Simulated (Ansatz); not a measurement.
System: Ge3N4 (P6₃/m, No. 176; cell taken from a computed entry). Method: PBEsol (Ansatz, a program for electronic structure, plane waves, PAW).

Run with plane-wave cutoff 500 eV, 6×6×12 k mesh (along the axes of the cell as run), gaussian smearing 0.02 eV, scalar-relativistic PAW data made under PBE.

Cell (relaxed at this level):

```
CELL_PARAMETERS angstrom
      8.05702     0.00000     0.00000
     -4.02851     6.97759     0.00000
      0.00000     0.00000     3.08457
ATOMIC_POSITIONS crystal
  Ge 0.83059 0.23719 0.75000
  Ge 0.16941 0.76281 0.25000
  Ge 0.59340 0.83059 0.25000
  Ge 0.40660 0.16941 0.75000
  Ge 0.76281 0.59340 0.75000
  Ge 0.23719 0.40660 0.25000
  N  0.66667 0.33333 0.75000
  N  0.33333 0.66667 0.25000
  N  0.66960 0.97424 0.75000
  N  0.33040 0.02576 0.25000
  N  0.69536 0.66960 0.25000
  N  0.30464 0.33040 0.75000
  N  0.02576 0.69536 0.75000
  N  0.97424 0.30464 0.25000
```

### Question
Estimate the band gap that the calculation returns.

### Answer

- band gap: 2.09 eV (on the SCF k mesh)

Note: the relaxation could not lower the start's symmetry, so the cell can be a saddle point above a distorted one.

Spin–orbit coupling is not included.

Static lattice: no zero-point or thermal effects.
